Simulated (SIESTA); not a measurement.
Band structure of Cu₃N (Pm-3m, 4 atoms in the cell).

```
Cu3N
1.0
    3.83607     0.00000     0.00000
    0.00000     3.83607     0.00000
    0.00000     0.00000     3.83607
Cu N
3 1
Direct
  0.00000   0.00000   0.50000
  0.50000   0.00000   0.00000
  0.00000   0.50000   0.00000
  0.00000   0.00000   0.00000
```

Level of theory: SIESTA with GGA PBE, numerical atomic orbitals TZP, PseudoDojo PBE standard norm-conserving potentials (rewritten from UPF to PSML).

Settings: XC.functional = GGA; XC.authors = PBE; potentials = PseudoDojo PBE standard; PAO.BasisSize = TZP; PAO.EnergyShift = 0.005 Ry; MeshCutoff = 350 Ry; kgrid.MonkhorstPack = 7 7 7; OccupationFunction = MP; OccupationMPOrder = 0; ElectronicTemperature = 0.272 eV; MaxSCFIterations = 150; SCF.Mixer.Method = Pulay; SCF.Mixer.Weight = 0.25; SCF.Mixer.History = 6.

The starting cell comes from a database of computed structures (which also holds hypothetical and non-ambient phases and stackings), without a prior relaxation at this level. Its lattice was rescaled by a random factor within 2.5 % of one. Values carry the incompleteness of an atom-centred basis.

Task: Predict the gap along the standard path and the places of the band edges.

Result: The gap along the path is 0.37 eV, from R to M; the smallest direct gap on it is 0.92 eV.

Levels in eV from the top of the valence band on the path, bands 28 to 32:
```tsv
point	28	29	30	31	32
Γ	-1.82	-1.82	-1.82	-1.68	0.94
X	-2.06	-1.82	-1.38	-1.38	1.70
M	-2.02	-1.03	-1.03	-0.66	0.37
R	-1.81	0.00	0.00	0.00	1.12
```

Higher empty bands are left out: an atom-centred basis made for the valence describes them poorly.
